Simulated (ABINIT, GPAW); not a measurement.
An ABINIT input for a self-consistent single point of Ta₂InC (P6_3/mmc, 8 atoms in the cell) (DFT, LDA (PW92), plane waves, norm-conserving pseudopotentials (PseudoDojo nc-sr-04 LDA standard)):

```
# Ta2InC, PseudoDojo nc-sr-04 LDA standard
pp_dirpath "./"
pseudos "Ta.upf, In.upf, C.upf"
acell 3*1.0
rprim
         5.9857262587    0.0000000321    0.0000000000
        -2.9928631572    5.1837909841    0.0000000000
         0.0000000000    0.0000000000   27.4642968377
natom 8
ntypat 3
znucl 73 49 6
typat 1 1 1 1 2 2 3 3
xcart
         1.5837549585    0.9143813629    8.4725828356
        -0.0000000098    1.8287627089    6.0608971644
        -0.0000000098    1.8287627089    1.2058428356
         1.5837549585    0.9143813629   13.3276371644
         1.5837549585    0.9143813629    3.6333700000
        -0.0000000098    1.8287627089   10.9001100000
         0.0000000000    0.0000000000    7.2667400000
         0.0000000000    0.0000000000    0.0000000000
      Angstrom
ecut 41 Ha
occopt 7
tsmear 0.1 eV
nband 54
kptopt 1
ngkpt 7 7 2
nshiftk 1
shiftk 0 0 0
nstep 100
tolvrs 1.0e-10
prtwf 0
prtden 0
```

Problem. Translate this input to GPAW.

Solution. This is the input that was run; spellings and numerical settings could be chosen otherwise.

```python
from ase import Atoms
from ase.units import GPa
from gpaw import GPAW, PW

atoms = Atoms(['Ta', 'Ta', 'Ta', 'Ta', 'In', 'In', 'C', 'C'],
              cell=[[3.167510, 0.000000, 0.000000],
                    [-1.583755, 2.743144, 0.000000],
                    [0.000000, 0.000000, 14.533480]],
              positions=[[1.583757, 0.914380, 8.472583],
                         [-0.000002, 1.828764, 6.060897],
                         [-0.000002, 1.828764, 1.205843],
                         [1.583757, 0.914380, 13.327637],
                         [1.583757, 0.914380, 3.633370],
                         [-0.000002, 1.828764, 10.900110],
                         [0.000000, 0.000000, 7.266740],
                         [0.000000, 0.000000, 0.000000]],
              pbc=True)

calc = GPAW(mode=PW(950),
            xc='LDA',
            kpts={'size': (7, 7, 2), 'gamma': True},
            occupations={'name': 'methfessel-paxton', 'width': 0.1, 'order': 0},
            nbands=-16,
            convergence={'density': 1e-05},
            symmetry={'symmorphic': False, 'tolerance': 0.0005},
            maxiter=150)

atoms.calc = calc

energy = atoms.get_potential_energy()
print('Energy (eV):', round(energy, 6))
forces = atoms.get_forces()
print('Forces (eV/Ang):')
print(forces.round(5))
stress = atoms.get_stress()
print('Stress (GPa, Voigt):', (stress / GPa).round(4))
```

Basis, cutoffs, solver keys and any potentials are the target program's own. This input uses DFT LDA (Perdew-Wang 92), plane waves, GPAW PAW datasets LDA (gpaw-data 1.0.1). LDA parametrisations can differ slightly between programs.

The starting cell comes from a database of computed structures (which also holds hypothetical and non-ambient phases and stackings), without a prior relaxation at this level.
